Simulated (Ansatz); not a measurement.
Space group P-3m1 (No. 164); a = 3.957 Å, b = 3.957 Å, c = 5.037 Å, α = 90.00°, β = 90.00°, γ = 120.00°

| atom | site | symmetry | x | y | z |
|---|---|---|---|---|---|
| Si | 2d | 3m. | 0.3333 | 0.6667 | 0.1980 |
| Rh | 2d | 3m. | 0.6667 | 0.3333 | 0.3266 |
| Rh | 1a | -3m. | 0.0000 | 0.0000 | 0.0000 |

Rh₃Si₂ (P-3m1), PBEsol, DFPT electron-phonon coupling, linearised Boltzmann equation (plane waves, PAW, scalar-relativistic; Ansatz, a program for electronic structure): the phonon-limited resistivity at 300 K is 4.50 μΩ·cm (x, the basal plane), 4.50 μΩ·cm (y, the basal plane), 6.26 μΩ·cm (z, c). Third figures are kept for the arithmetic.

**Question.** Bound the resistivity of a random, dense polycrystal without boundary scattering, and give the anisotropy.

**Answer.** Largest over smallest: 1.39. Upper bound, grains in series: (4.50 + 4.50 + 6.26)/3 = 5.1 μΩ·cm. Lower bound, grains side by side: 3/Σ(1/ρ) = 5.0 μΩ·cm. The best single-crystal direction lies 9 % under the lower bound.

**Question.** The current-weighted mean free path is 30.2 nm along x and 28.5 nm along z. How does ρ₀ℓ differ between these directions?

**Answer.** x: 4.50 × 30.2 = 13.6×10⁻¹⁶ Ω·m²; z: 6.26 × 28.5 = 17.8×10⁻¹⁶ Ω·m², a ratio of 1.31. The size effect in a wire also hangs on the velocities towards its walls, so the isotropic formulas don't carry over to this crystal.

A metal at this level (no band gap). Only scattering by harmonic phonons is included (no impurities, grain boundaries, electron-electron scattering or thermal expansion). Spin-orbit coupling is left out. The run warned that the eigensolver left some states short of its tolerance. Halving the electron mesh (24x24x16) moves the resistivity by up to 8 % at 300 K, the mean free path by up to 5 %. Smearing 0.20 eV; phonons on a 4x4x3 q mesh, which this run doesn't test.

Computed structure with no diffraction record at hand here (it may be known, metastable or hypothetical): Rh3Si2 (P-3m1).
